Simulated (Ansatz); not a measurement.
# Au (Fm-3m): band-structure transport figures

Here is the system:

```yaml
crystal:
  lattice:
    - [0.00000, 2.07957, 2.07957]
    - [2.07957, 0.00000, 2.07957]
    - [2.07957, 2.07957, 0.00000]
  atoms:
    - { symbol: Au, position: [0.00000, 0.00000, 0.00000] }
```

Method: PBE, rigid bands (plane waves, PAW, scalar-relativistic; Ansatz, an electronic-structure program). Condition of this run: functional PBE, cell relaxed with it. Cell: cell and atoms relaxed with PBE.

```json
{
 "density of states at the Fermi level": "0.292 states/(eV·cell), both spins",
 "bare Sommerfeld coefficient": "0.69 mJ/(mol of atoms·K²)",
 "drude_plasma_energy": "8.7 eV",
 "root-mean-square Fermi velocity": "1.3e6 m/s",
 "resistivity times τ": "6.4 ×10⁻²² Ω·m·s",
 "resistivity_times_mean_free_path": "8.7 ×10⁻¹⁶ Ω·m²"
}
```

A metal at this level (no band gap); rigid bands, thermally averaged at 300 K, both spins. Spin-orbit coupling is left out, which matters with elements this heavy. τ is one relaxation time for all states; the product of resistivity and mean free path takes one path for all states instead.
